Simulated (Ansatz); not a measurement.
Start from SiO$_{2}$ in the rutile structure (space group P4_2/mnm, No. 136).

```yaml
crystal:
  lattice:
    - [4.18520, 0.00000, 0.00000]
    - [0.00000, 4.18520, 0.00000]
    - [0.00000, 0.00000, 2.66883]
  atoms:
    - { symbol: Si, position: [0.50000, 0.50000, 0.50000] }
    - { symbol: Si, position: [0.00000, 0.00000, 0.00000] }
    - { symbol: O, position: [0.80610, 0.80610, 0.50000] }
    - { symbol: O, position: [0.30610, 0.69390, 0.00000] }
    - { symbol: O, position: [0.69390, 0.30610, 0.00000] }
    - { symbol: O, position: [0.19390, 0.19390, 0.50000] }
```

The other end (x = 1) is SiC₂ in the rutile structure (space group P4_2/mnm, No. 136; a hypothetical phase, not in the database extracts checked): 10.02 Å³/atom, gap zero; this end may not be an ambient phase.

Level of theory: r2SCAN/PAW in Ansatz (a quantum-chemistry and plane-wave program), spin-orbit coupling left out.

C replaces a fraction x of O; each row is one arrangement (x, atoms in the cell, starting space group or random), fully relaxed.

One change was made to it. Results:

```csv
quantity,base,after
mixing energy (to 0.01 eV only: unlike meshes or grids) (against an end that may be hypothetical),–,+0.22 eV/atom
band gap,6.51 eV,zero
volume per atom,7.79 Å³,8.47 Å³
```

Task: Name the change that was made.
(A) x(C) = 0.25, 12 atoms, Cmmm
(B) x(C) = 0.5, 12 atoms, Pmm2
(C) x(C) = 0.25, 12 atoms, C2/m
(D) x(C) = 0.375, 12 atoms, Pm

Result: C, x(C) = 0.25, 12 atoms, C2/m. For comparison, the volume per atom in the other runs: x(C) = 0.25, 12 atoms, Cmmm gives 8.56 Å³; x(C) = 0.5, 12 atoms, Pmm2 gives 9.90 Å³; x(C) = 0.375, 12 atoms, Pm gives 8.28 Å³.

Other magnetic orders, which the real material may have, were not ruled out. Each cell is one ordered arrangement of few atoms, which overstates ordering effects compared with a random alloy. Stability against distortions was not tested. Spin-polarised in the final run: SiCO; the other runs are not. Under x(C) = 0.5, 12 atoms, Pmm2 the cell changed shape so far that it is another structure. A zero or small gap of Si2CO3 can be the functional's error rather than a property of the material.
